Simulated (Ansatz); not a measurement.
Take Pd in the fcc (Cu type) structure (space group Fm-3m, No. 225; a = 3.876 Å) as the base.

Computed with PBEsol in Ansatz (plane waves to 420 eV, PAW, without spin-orbit coupling).

Base values:

```
Quantity               Value
-------------------  -------
Lattice parameter a  3.876 Å
```

Modification: a hydrostatic pressure of 30 GPa.

### Question
Estimate the effect on the lattice parameter a.

### Answer
The lattice parameter a drops by 0.139 Å to 3.737 Å.

Load acts through the strain it causes; cell and atoms are relaxed under it. Stability against distortions was not tested. Competing high-pressure phases were not computed. All final runs are without spin polarisation.

Ansatz is a first-principles code.
